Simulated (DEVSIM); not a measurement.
Device: illuminated Ge n-on-p cell, one wavelength, with a back-surface field, at 300 K.

```tsv
layer (left to right)	material	thickness (μm)	Nd (cm⁻³)	Na (cm⁻³)	τn (s)	τp (s)	absorption coefficient (cm⁻¹)
1	Ge	0.410	4.1e18	-	1.6e-7	2.7e-7	310
2	Ge	280	-	8.5e16	3e-6	3e-6	310
3	Ge	0.250	-	2.3e18	3e-6	3e-6	310
```

Left contact: ohmic, minority hole recombination velocity 100 cm/s. Right contact: ohmic, minority electron recombination velocity 8e5 cm/s. Voltage is applied to the left contact. Recombination: SRH at mid-gap, radiative, Auger. Light enters at the left, 1.4e18 photons cm⁻² s⁻¹, one pass, no reflection. Mobility is μmin + (μ − μmin)/(1 + (N/Nref)^α).

Constants are typed, rounded textbook-type inputs, not results; the design itself was drawn at random and stands for no fabricated device. Values at 300 K.

| parameter | Ge |
|---|---|
| gap (eV) | 0.664 |
| affinity (eV) | 4 |
| permittivity | 16 |
| Nc (cm⁻³) | 1.04e19 |
| Nv (cm⁻³) | 6e18 |
| μn (cm²/Vs) | 3900 |
| μp (cm²/Vs) | 1900 |
| μn,min | 150 |
| μp,min | 100 |
| Nref,n | 2.6e17 |
| Nref,p | 4e17 |
| αn | 0.56 |
| αp | 0.6 |
| B (cm³/s) | 6.4e-14 |
| Cn (cm⁶/s) | 1e-31 |
| Cp (cm⁶/s) | 1e-31 |

Model (solved in DEVSIM): 1D drift-diffusion, Boltzmann statistics, complete ionisation; no tunnelling, impact ionisation, image-force lowering or self-heating.

Base results: share of generated pairs collected at short circuit 0.812; open-circuit voltage (V) 0.277; short-circuit current (mA/cm²) 182; fill factor 0.71.

### Question
What follows from this one change: recombination velocity at the left contact 100 → 1e+07 cm/s?

### Answer
share of generated pairs collected at short circuit 0.812 → 0.806; open-circuit voltage 0.277 → 0.257 V; short-circuit current 182 → 181 mA/cm²; fill factor 0.71 → 0.69.

### Question
What follows from this one change: thickness of layer 2 280 → 480 μm?

### Answer
share of generated pairs collected at short circuit 0.812 → 0.816; open-circuit voltage little changed (0.278 V); short-circuit current 182 → 183 mA/cm²; fill factor little changed (0.71).

### Question
What follows from this one change: constant mobility in place of the doping-dependent one?

### Answer
share of generated pairs collected at short circuit 0.812 → 0.836; open-circuit voltage 0.277 → 0.272 V; short-circuit current 182 → 188 mA/cm²; fill factor little changed (0.71).
